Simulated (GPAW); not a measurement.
Band structure of BaAuO₃ (Pm-3m, 5 atoms in the cell).

```xyz
5
Lattice="4.2117 0.0000 0.0000 0.0000 4.2117 0.0000 0.0000 0.0000 4.2117" Properties=species:S:1:pos:R:3 pbc="T T T"
Ba     0.0000     0.0000     0.0000
Au     2.1058     2.1058     2.1058
O      2.1058     2.1058     0.0000
O      0.0000     2.1058     2.1058
O      2.1058     0.0000     2.1058
```

Level of theory: LDA (Perdew-Wang 92), GPAW PAW datasets LDA (gpaw-data 1.0.1) (plane waves; GPAW).

Settings: mode = pw; ecut = 900 eV; xc = LDA; kpts = 8 8 8; mesh shift (steps) = 0 0 0; occupations.name = fermi-dirac; occupations.width = 0.1 eV; nbands = -9; convergence.forces = 0.001 eV/Å; symmetry.symmorphic = false; symmetry.tolerance = 0.0005; maxiter = 150; bandpath_npoints = 40.

The starting cell comes from a database of computed structures (which also holds hypothetical and non-ambient phases and stackings), without a prior relaxation at this level. Spin-orbit coupling is off.

Levels in eV from the Fermi level, bands 17 to 23:
| point | 17 | 18 | 19 | 20 | 21 | 22 | 23 |
|---|---|---|---|---|---|---|---|
| Γ | -1.21 | -1.21 | -0.76 | -0.76 | -0.76 | 3.50 | 4.70 |
| X | -1.27 | -1.27 | -0.11 | -0.11 | 0.26 | 6.31 | 6.58 |
| M | -0.58 | -0.41 | -0.41 | -0.39 | 3.51 | 6.68 | 7.27 |
| R | 0.06 | 0.06 | 0.06 | 3.52 | 3.52 | 5.72 | 5.72 |

Bands cross the Fermi level along this path, so the cell is metallic at this level.
